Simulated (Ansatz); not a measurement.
N on the 1x1 (110) surface of bcc W, one in a 1x1 cell, energies for each (7.2 Å²). Energies are against ½ N2(g), without zero-point or thermal terms; each row is named by its start.

Method: PBE (plane waves to 420 eV, PAW; Ansatz, a program for electronic structure).

Slab: 5 atoms, 6.6 Å thick at the start under the adsorbate (thin: gaps and levels are the slab's own); k 12x12x1, smearing 0.1 eV, dipole-corrected; 2 atoms held, the rest relaxed; each run with such symmetry as its start has; spin where the adsorbate may keep a moment, no spin-orbit, no U, no dispersion correction.

A negative adsorption energy means that the adsorbate is more stable on the surface than in its reference. Heights count from the host atoms within 0.3 Å of the top one.

```tsv
starting site	E_ads (eV)	height (Å)	nearest host atom (Å)	bonded to	Δ work function (eV)	lateral drift (Å)	moment (μB)
top W	1.66	1.72	W 1.72	W	3.44	0.0	0.0
hollow W-W-W	___	1.04	W 1.98	3 W	___	0.1	–
bridge W-W (span 2.8 Å)	___	1.26	W 1.87	2 W	___	0.0	–
bridge W-W (span 3.2 Å)	-0.29	1.07	W 1.92	4 W	1.41	0.0	–
```

Problem. Some entries are withheld; supply them.

Solution. 
- hollow W-W-W, E_ads (eV): -0.90
- hollow W-W-W, Δ work function (eV): 1.60
- bridge W-W (span 2.8 Å), E_ads (eV): -0.09
- bridge W-W (span 2.8 Å), Δ work function (eV): 1.54
